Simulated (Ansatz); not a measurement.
Reference: Ti2AlN (P6_3/mmc), PBEsol, DFPT electron-phonon coupling, linearised Boltzmann equation (plane waves, PAW, scalar-relativistic; Ansatz, a quantum-chemistry and plane-wave program); geometry: relaxed with this functional, without spin-orbit coupling.

```yaml
crystal:
  lattice:
    - [2.96362, 0.00000, 0.00000]
    - [-1.48181, 2.56657, 0.00000]
    - [0.00000, 0.00000, 13.53511]
  atoms:
    - { symbol: Ti, position: [0.33333, 0.66667, 0.08501] }
    - { symbol: Ti, position: [0.66667, 0.33333, 0.91499] }
    - { symbol: Ti, position: [0.66667, 0.33333, 0.58501] }
    - { symbol: Ti, position: [0.33333, 0.66667, 0.41499] }
    - { symbol: Al, position: [0.33333, 0.66667, 0.75000] }
    - { symbol: Al, position: [0.66667, 0.33333, 0.25000] }
    - { symbol: N, position: [0.00000, 0.00000, 0.00000] }
    - { symbol: N, position: [0.00000, 0.00000, 0.50000] }
```

| Quantity | Value |
|---|---|
| resistivity at 300 K | 18.2 μΩ·cm |
| electron-phonon coupling λ | 0.27 |
| logarithmic mean phonon energy | 35 meV |

### Question
Swap Al for In, keeping the structure type. How do these values move?

### Answer
Ti$_{2}$InN (P6_3/mmc): volume per atom 12.9 to 14.0 Å³; resistivity at 300 K rises (18.2 μΩ·cm to 32 μΩ·cm); electron-phonon coupling λ rises (0.27 to 0.42); logarithmic mean phonon energy falls (35 meV to 26 meV).

Moves up to 5 % count as about the same. Metals; harmonic phonons alone scatter; means over directions. Halving the electron mesh moves these values by up to 4 %; q meshes are mostly untested. Spin-orbit coupling is left out.

Computed structure with no diffraction record at hand here (it may be known, metastable or hypothetical): Ti2AlN (P6_3/mmc), Ti2InN (P6_3/mmc).
